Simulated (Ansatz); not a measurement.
We consider AuAl (Pm-3m, No. 221, 2 atoms in the cell; start mp-10871), described by LDA (plane waves, PAW; Ansatz, a quantum-chemistry and plane-wave program).

Settings: plane-wave cutoff 520 eV, 18×18×18 k mesh, Fermi–Dirac smearing 0.05 eV, scalar-relativistic PAW data made under PBE.

Cell (relaxed at this level):

```cif
data_AlAu
_chemical_formula_sum 'Al1 Au1'
_space_group_name_H-M_alt 'Pm-3m'
_space_group_IT_number 221
_space_group_name_Hall '-P 4 2 3'
_cell_length_a 3.15173
_cell_length_b 3.15173
_cell_length_c 3.15173
_cell_angle_alpha 90.000
_cell_angle_beta 90.000
_cell_angle_gamma 90.000
loop_
_atom_site_label
_atom_site_type_symbol
_atom_site_symmetry_multiplicity
_atom_site_Wyckoff_symbol
_atom_site_fract_x
_atom_site_fract_y
_atom_site_fract_z
_atom_site_occupancy
Al1 Al 1 a 0.00000 0.00000 0.00000 1
Au1 Au 1 b 0.50000 0.50000 0.50000 1
```

Task: Predict the bulk modulus.

Result: 
* **bulk modulus**: 138 GPa

The run finds no gap.

Note: the bulk modulus is −V dP/dV from two relaxed cells at ±2 % in volume; the relaxation could not lower the start's symmetry, so the cell can be a saddle point above a distorted one.

Spin–orbit coupling is not included; it can shift volumes and moduli of such heavy elements.

Static lattice: no zero-point or thermal effects.

Computing time: roughly 40 core-seconds.

A start named mp-… is a Materials Project structure, which need not be a measured phase.
